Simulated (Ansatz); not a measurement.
**Fermi-surface data of YSi under load (space group Cmcm)**

Input:

```
CELL_PARAMETERS angstrom
      2.10327    -5.21428     0.00000
      2.10327     5.21428     0.00000
      0.00000     0.00000     3.81382
ATOMIC_POSITIONS crystal
  Y  0.14072 0.85928 0.25000
  Y  0.85928 0.14072 0.75000
  Si 0.42401 0.57599 0.25000
  Si 0.57599 0.42401 0.75000
```

Calculation: PBEsol, rigid bands (plane waves, PAW, scalar-relativistic; Ansatz, an electronic-structure program). Condition of this run: biaxial stress xx = yy = 1 GPa (compression positive) (the target of the relaxation). How the cell was made: cell and atoms relaxed with PBEsol, then loaded as said.

```
Property                                                              Result
------------------------------------  --------------------------------------
density of states at the Fermi level       2.12 states/(eV·cell), both spins
bare Sommerfeld coefficient                        1.25 mJ/(mol of atoms·K²)
Drude plasma energy                             2.1 (x), 2.8 (y), 5.4 (z) eV
root-mean-square Fermi velocity                                    4.6e5 m/s
resistivity times τ                   115 (x), 61 (y), 16.6 (z) ×10⁻²² Ω·m·s
```

A metal at this level (no band gap); rigid bands, thermally averaged at 300 K, both spins. Spin-orbit coupling is left out. τ is one relaxation time for all states.
